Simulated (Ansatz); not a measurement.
Consider Pt in the fcc (Cu type) structure (space group Fm-3m, No. 225; relaxed with 0.1 eV smearing).

```
Pt
1.0
    0.00000     1.95989     1.95989
    1.95989     0.00000     1.95989
    1.95989     1.95989     0.00000
Pt
1
Direct
  0.00000   0.00000   0.00000
```

Cartesian axes are those of the cell as printed.

Level of theory: PBEsol in Ansatz (plane waves to 420 eV, PAW, without spin-orbit coupling).

Base values:

```
Property  Result
--------  ------
Band gap    zero
```

One thing is altered: compressive biaxial strain of 2.00 % in the plane normal to [001], as in epitaxy on a mismatched substrate; the out-of-plane cell vector and the atoms relax.

Problem. What does the calculation give for the in-plane stress, ratio −ε⊥/ε∥ and band gap after the change?

Solution. The mean in-plane stress (compression positive) comes out as +6.3 GPa; the ratio −ε⊥/ε∥ is 1.38; the band gap is still zero.

Whether these cells are dynamically stable was not tested. All final runs are without spin polarisation.

Ansatz is an electronic-structure program.
